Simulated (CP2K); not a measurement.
# Cost against accuracy: EPS_DEFAULT for Ba₂LuSbO₆ (Fm-3m, 10 atoms in the cell)

Cell: a = 5.9588 Å, b = 5.9588 Å, c = 5.9588 Å, α = 60.00°, β = 60.00°, γ = 60.00°.

Method: CP2K with PBEsol, GPW, DZVP-MOLOPT-SR-GTH basis, GTH-PBE potentials (GTH_POTENTIALS).

Base settings: CUTOFF = 500 Ry; REL_CUTOFF = 50 Ry; SMEAR/METHOD = GAUSSIAN; SIGMA = 0.01 eV; KPOINTS/SCHEME = MONKHORST-PACK 3 3 3; XC_FUNCTIONAL = PBE:PBESOL; Ba/BASIS_SET = DZVP-MOLOPT-SR-GTH; Ba/POTENTIAL = GTH-PBE-q10; Lu/BASIS_SET = DZVP-MOLOPT-SR-GTH; Lu/POTENTIAL = GTH-PBE-q25.

Misses are taken against the tightest run, 1e-14, which need not be fully converged itself. The energy is the free energy per atom.

Core times come from one kind of shared machine and are given to one figure; runs under 30 s give none.

The starting cell comes from a database of computed structures (which also holds hypothetical and non-ambient phases and stackings), without a prior relaxation at this level. Values carry the incompleteness of an atom-centred basis. The potentials were made for another functional than the one used.

The runs (EPS_DEFAULT): 1e-07 | 1e-08 | 1e-10 | 1e-12 | 1e-14.

Problem. Which is the coarsest setting among those run that, with all tighter ones, holds the energy within 2 meV/atom of the reference, and what does it save?

Solution. 1e-08, off by 0.34 meV/atom; its saving against the reference is no more than about a factor of 2 in time.

| EPS_DEFAULT | energy less reference (meV/atom) | pressure less reference (GPa) | core time / reference (rough) |
|---|---|---|---|
| 1e-07 | 3.93 | 0.39 | 0.4 |
| 1e-08 | 0.34 | 0.04 | 0.7 |
| 1e-10 | 0.00 | 0.00 | 0.8 |
| 1e-12 | 0.00 | 0.00 | 0.7 |
| 1e-14 | 0.00 | 0.00 | 1 |
